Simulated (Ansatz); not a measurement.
Consider interstitial C in fcc Cu, neutral cell. These are PBE, PAW (plane waves to 420 eV; Ansatz, an electronic-structure program) values and carry that method's errors.

32-site cell at the relaxed PBE lattice, a 2×2×2 k-point mesh shifted by half a step, smearing 0.10 eV, spin-restricted, no finite-size correction. Energies are static. Sites that were not tried may lie lower.

Barriers: single points on a 4×4×4 k-point mesh shifted by half a step at the bands' geometries (they differ from the bands' own by up to 0.34 eV, and are uncertain by about as much).

Relaxed starting cell (atoms counted from 1):

```
CELL_PARAMETERS angstrom
      7.26000     0.00000     0.00000
      0.00000     7.26000     0.00000
      0.00000     0.00000     7.26000
ATOMIC_POSITIONS crystal
  Cu 0.99679 0.99652 0.99799
  Cu 0.99679 0.99652 0.50381
  Cu 0.99679 0.50234 0.99799
  Cu 0.99679 0.50234 0.50380
  Cu 0.50261 0.99652 0.99799
  Cu 0.50261 0.99652 0.50381
  Cu 0.50261 0.50234 0.99798
  Cu 0.50261 0.50234 0.50381
  Cu 0.98344 0.24943 0.25090
  Cu 0.99579 0.24943 0.75089
  Cu 0.99579 0.74942 0.25090
  Cu 0.99989 0.74943 0.75090
  Cu 0.51593 0.24943 0.25090
  Cu 0.50360 0.24943 0.75089
  Cu 0.50360 0.74943 0.25091
  Cu 0.49951 0.74943 0.75090
  Cu 0.24969 0.98317 0.25090
  Cu 0.24970 0.99552 0.75089
  Cu 0.24970 0.51566 0.25090
  Cu 0.24970 0.50333 0.75089
  Cu 0.74970 0.99552 0.25090
  Cu 0.74970 0.99962 0.75090
  Cu 0.74969 0.50333 0.25090
  Cu 0.74970 0.49924 0.75090
  Cu 0.24970 0.24943 0.98463
  Cu 0.24971 0.24943 0.51712
  Cu 0.24970 0.74942 0.99699
  Cu 0.24970 0.74942 0.50481
  Cu 0.74970 0.24943 0.99699
  Cu 0.74969 0.24943 0.50480
  Cu 0.74970 0.74943 0.00110
  Cu 0.74970 0.74943 0.50072
  C  0.24968 0.24941 0.25086
```

End state 1 differs by these moves (Å; atoms that move under 0.08 Å are left out):

| atom | element | Δx | Δy | Δz |
|---|---|---|---|---|
| 1 | Cu | 0.02 | -0.10 | 0.02 |
| 3 | Cu | 0.02 | 0.10 | 0.02 |
| 9 | Cu | 0.12 | 0.00 | 0.12 |
| 10 | Cu | 0.03 | 0.00 | -0.12 |
| 13 | Cu | -0.12 | 0.00 | 0.03 |
| 17 | Cu | 0.02 | 0.10 | 0.02 |
| 19 | Cu | 0.02 | -0.10 | 0.02 |
| 25 | Cu | 0.12 | 0.00 | 0.12 |
| 26 | Cu | 0.03 | 0.00 | -0.12 |
| 29 | Cu | -0.12 | 0.00 | 0.03 |
| 33 | C | -1.81 | 0.00 | -1.81 |

What forward and backward barriers to end state 1 does PBE, PAW give?

forward 1.25 eV, backward 1.25 eV; at the saddle point atom 33 has neighbours 2 Cu at 1.78, 2 Cu at 2.07, 2 Cu at 2.10 Å. The saddle point's order was not checked, and it lies on a symmetry element of the cell, where a band can be held.
